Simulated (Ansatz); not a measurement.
**Al on the Si site + 1 H in 4H silicon carbide**

Method: PBE, PAW (plane waves to 420 eV; Ansatz, a program for electronic structure). Set-up: 96-site cell; 2×2×2 shifted k-points; start: the Si(k) site; H antibonding at the dopant; not converged in cell size; flagged in the runs: a host whose relaxation on this sampling wasn't shown to rest.

Neighbours after relaxation, in Å: of the Al atom: H 1.71, C 1.92, C 1.92, C 1.98, C 2.30; of the H atom: C 1.11, Al 1.71, Si 2.10, C 2.14, Si 2.18, C 2.48.

Formation energies E_f are those of the neutral cell. Chemical conditions: C-rich (Δμ(Si) = -0.41 eV, Δμ(Al) = -0.16 eV, Δμ(H) = -0.32 eV, bounded by Al4C3 (R-3m), CH4 molecule; only phases computed here count, gases as isolated molecules at 0 K). Reference phases: Al: fcc Al, H: H2 molecule in a box, Si: silicon.

```csv
charge,moment (μB),largest move off a lattice site (Å),"E_f, C-rich (eV)"
0,not spin-polarised,0.28,1.88
```

No other site or start that was run ended lower by more than 0.1 eV.

Flagged in the runs: a host whose relaxation on this sampling wasn't shown to rest.
